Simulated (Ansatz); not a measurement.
The reference is GaSb in the zinc blende structure (space group F-43m, No. 216; a = 6.132 Å). Axes: x, y, z lie along the cube axes.

Computed with r2SCAN (Ansatz, a quantum-chemistry and plane-wave program, PAW, no SOC).

Strains are applied to the cell and any free atomic positions relax; under biaxial strain the out-of-plane vector relaxes too.

One change was made to it. Results:

```tsv
quantity	base	after
energy relative to the base (free energy F)	0 meV/atom	+0.4 meV/atom
pressure (mean of the normal stresses, compression positive)	0.01 GPa	-0.34 GPa
volume per atom	28.83 Å³	29.02 Å³
```

Q: Which of these changes matches the shifts?
A. biaxial strain +2.50 %, plane normal [111], relaxed out of plane
B. biaxial strain +0.42 %, plane normal [111], relaxed out of plane
C. biaxial strain +2.08 %, plane normal [111], relaxed out of plane

A: B, biaxial strain +0.42 %, plane normal [111], relaxed out of plane. For comparison, the energy relative to the base in the other runs: biaxial strain +2.08 %, plane normal [111], relaxed out of plane gives +9.2 meV/atom; biaxial strain +2.50 %, plane normal [111], relaxed out of plane gives +13 meV/atom.

Stability against distortions was not tested.
